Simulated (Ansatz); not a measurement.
Start from BN in the zinc blende structure (space group F-43m, No. 216; a = 3.605 Å). Axes: x, y, z lie along the cube axes.

The change: biaxial strain −0.23 %, plane normal [001], relaxed out of plane (Cartesian); in-plane vectors clamped, the third vector and the atoms free.

Levels (all Ansatz, a quantum-chemistry and plane-wave program, PAW, earlier PAW set): PBEsol (420 eV, without spin-orbit coupling); r2SCAN (500 eV, no spin-orbit coupling); HSE06 (420 eV, no SOC); PBEsol+SOC (420 eV, spin-orbit coupling included); HSE06+SOC (420 eV, with spin-orbit coupling).

One geometry, relaxed with PBEsol, under each level:

The valence-band top lists the three highest levels at Γ (Kramers pairs under SOC), from the VBM.

| level | band gap | lowest conduction level above the VBM at special points | valence-band top at Γ | electron mass | pressure |
|---|---|---|---|---|---|
| PBEsol | 4.27 eV | X 4.27 eV; M 4.33 eV; S₀ 6.84 eV; S 6.84 eV | 0.00, 0.00, -0.03 eV | 0.88 mₑ along k, 0.29 mₑ across (at X) | 1.37 GPa |
| r2SCAN | 4.97 eV | X 4.97 eV; M 5.03 eV; S₀ 7.60 eV; S 7.60 eV | – | 0.87 mₑ along k, 0.29 mₑ across (at X) | 2.64 GPa |
| HSE06 | … | … | – | – | – |
| PBEsol+SOC | 4.26 eV | X 4.26 eV; M 4.32 eV; S₀ 6.83 eV; S 6.83 eV | 0.00, -0.01, -0.04 eV | 0.88 mₑ along k, 0.29 mₑ across (at X) | 1.37 GPa |
| HSE06+SOC | … | … | … | – | – |

Give the withheld HSE06 and HSE06+SOC results.


- HSE06, band gap: 5.77 eV
- HSE06, lowest conduction level above the VBM at special points: X 5.77 eV; M 5.83 eV; S₀ 8.46 eV; Γ 10.61 eV
- HSE06+SOC, band gap: 5.76 eV
- HSE06+SOC, lowest conduction level above the VBM at special points: X 5.76 eV; M 5.82 eV; S₀ 8.45 eV; Γ 10.59 eV
- HSE06+SOC, valence-band top at Γ: 0.00, -0.01, -0.05 eV

Single points use the geometry relaxed with PBEsol. Their cutoffs differ, which shifts pressures a little. HSE06 was sampled on its mesh, a few special points and the semilocal edge points, so its gap is an upper bound. Differences between runs with and without spin-orbit coupling are approximate. Effective masses come from finite differences of ±0.01 Å⁻¹. Along k means along the line from Γ to the band edge. Whether these cells are dynamically stable was not tested. Labels are those of the standard path for the cell's own space group.
